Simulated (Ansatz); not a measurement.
## AlCr2C (space group P6_3/mmc, No. 194; non-magnetic)

```cif
data_C2Al2Cr4
_chemical_formula_sum 'Al2 Cr4 C2'
_space_group_name_H-M_alt 'P 1'
_space_group_IT_number 1
_cell_length_a 2.81187
_cell_length_b 2.81187
_cell_length_c 12.59958
_cell_angle_alpha 90.000
_cell_angle_beta 90.000
_cell_angle_gamma 120.000
loop_
_space_group_symop_operation_xyz
  'x, y, z'
loop_
_atom_site_label
_atom_site_type_symbol
_atom_site_fract_x
_atom_site_fract_y
_atom_site_fract_z
_atom_site_occupancy
Al1 Al 0.33333 0.66667 0.75000 1
Al2 Al 0.66667 0.33333 0.25000 1
Cr1 Cr 0.33333 0.66667 0.08440 1
Cr2 Cr 0.66667 0.33333 0.58440 1
Cr3 Cr 0.66667 0.33333 0.91560 1
Cr4 Cr 0.33333 0.66667 0.41560 1
C1 C 0.00000 0.00000 0.00000 1
C2 C 0.00000 0.00000 0.50000 1
```

The values are results of PBEsol in Ansatz (plane waves to 420 eV, PAW, no SOC), earlier PAW set, not measurements. Settings: 19×19×4 k-points, 0.05 eV Fermi–Dirac smearing.

The volume per atom is 10.78 Å³. The density comes out as 5.50 g/cm³ and the band gap is zero. The total energy is -1867.637 eV/atom (σ→0; compares only within this code and set-up).

Whether these cells are dynamically stable was not tested. Seeded moments were not kept for the base. The final runs are not spin-polarised.

Ansatz is a program for electronic structure.
